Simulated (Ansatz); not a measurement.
A self-consistent single point of a (001) slab of Mg(AlGe)2 (cut from a parent of space group no. 164; 5 atoms in the cell) with Ansatz (a quantum-chemistry and plane-wave program).

Level of theory: PBEsol, default PAW files made with PBE (plane waves; Ansatz).

```
Al2MgGe2
1.0
    4.10584     0.00000     0.00000
   -2.05292     3.55576     0.00000
    0.00000     0.00000    18.98041
Mg Al Ge
1 2 2
Direct
  0.00000   0.00000   0.50000
  0.66667   0.33333   0.63120
  0.33333   0.66667   0.36880
  0.66667   0.33333   0.41325
  0.33333   0.66667   0.58675
```

Reference input (self-consistent single point, DFT, PBEsol, plane waves, default PAW files made with PBE): basis.ecutwfc = 420 eV; kpoints.mp_grid.grid = 9 9 1; hamiltonian.xc = pbesol; hamiltonian.pseudopotentials = {kind: paw} (the program's default PAW files); scf.occupations.method = fermi_dirac; scf.occupations.width = 0.1 eV. This run's input differs from it in these lines:

Ansatz 0.2 input:
```diff
@@ -12,3 +12,3 @@
 basis:
-  ecutwfc: 420.0
+  ecutwfc: 250.0
 kpoints:
```

Output (repeated stretches shortened):

```
SCF iter   1: F=—  HF=-11464.206235 eV  |F-HF|=—  |Δ(HF+E_count)|=         —  Δρ=5.30e-3  dr2=7.96e-2  ethr=1.77e-3  ⟨swp⟩=7.2  Hψ=1632  notcnv=0
all-band conjugate gradients solve this SCF's bands
preconditioner: auto → LDOS
SCF iter   2: F=—  HF=-11464.159555 eV  |F-HF|=—  |Δ(HF+E_count)|=   4.67e-2  Δρ=1.05e-2  dr2=2.06e-1  ethr=1.81e-4  ⟨swp⟩=3.0  Hψ=928  notcnv=0
SCF iter   3: F=—  HF=-11463.931814 eV  |F-HF|=—  |Δ(HF+E_count)|=   2.28e-1  Δρ=8.82e-4  dr2=5.01e-3  ethr=1.81e-4  ⟨swp⟩=2.0  Hψ=600  notcnv=0
SCF iter   4: F=—  HF=-11463.927922 eV  |F-HF|=—  |Δ(HF+E_count)|=   3.89e-3  Δρ=1.32e-4  dr2=6.07e-5  ethr=1.14e-5  ⟨swp⟩=2.0  Hψ=540  notcnv=0
SCF iter   5: F=—  HF=-11463.927560 eV  |F-HF|=—  |Δ(HF+E_count)|=   3.62e-4  Δρ=1.92e-5  dr2=2.07e-6  ethr=1.38e-7  ⟨swp⟩=2.0  Hψ=592  notcnv=0
SCF iter   6: F=—  HF=-11463.927560 eV  |F-HF|=—  |Δ(HF+E_count)|=   1.33e-7  Δρ=6.76e-6  dr2=5.01e-7  ethr=4.70e-9  ⟨swp⟩=2.9  Hψ=594  notcnv=0
SCF iter   7: F=-11463.927560 eV  HF=-11463.927560 eV  |F-HF|=4.27e-8  |Δ(HF+E_count)|=   1.98e-7  Δρ=2.23e-6  dr2=4.36e-8  ethr=2.27e-10  ⟨swp⟩=5.0  Hψ=1462  notcnv=0
SCF 1 converged in 7 iterations: F = -11463.927560 eV  dr2 = 4.36e-8
Free energy (F): -11463.927560 eV
Internal energy: -11463.886215 eV  (E = F + TS)
E sigma→0 (E₀):  -11463.906888 eV
Entropy (-TS):   -0.041346 eV (-8.269 meV/atom)
Fermi energy:    0.148123 eV
--- Forces (eV/Å), atoms counted from 1 ---
  atom   1  Mg     0.00000000    -0.00000000     0.00000000
  atom   2  Al    -0.00000000     0.00000000    -0.64446096
  atom   3  Al     0.00000000    -0.00000000     0.64446096
  atom   4  Ge    -0.00000000     0.00000000    -0.54179077
  atom   5  Ge     0.00000000    -0.00000000     0.54179077
--- Stress (GPa, compression-positive) ---
       -0.969371      -0.000000      -0.000000
       -0.000000      -0.969371       0.000000
       -0.000000      -0.000000      -0.844759
  P = ⅓ Tr σ = -0.9278 GPa (-9.278 kbar)
  The stress holds the Pulay correction. Without it, at fixed plane waves, as pw.x and ABINIT print it: P = -11.9976 GPa
```

The run converged in 7 iterations. Against the reference run the free energy rises by 571 meV/atom and the largest force goes from 0.672 to 0.644 eV/Å.

The starting cell comes from a database of computed structures (which also holds hypothetical and non-ambient phases and stackings), without a prior relaxation at this level. The slab is cut from that crystal, and its faces are unrelaxed. Its lattice was rescaled by up to half a per cent. Spin polarisation is off, though cut faces can carry moments; the slab shows no gap. The cutoff lies below the one recommended for these files.
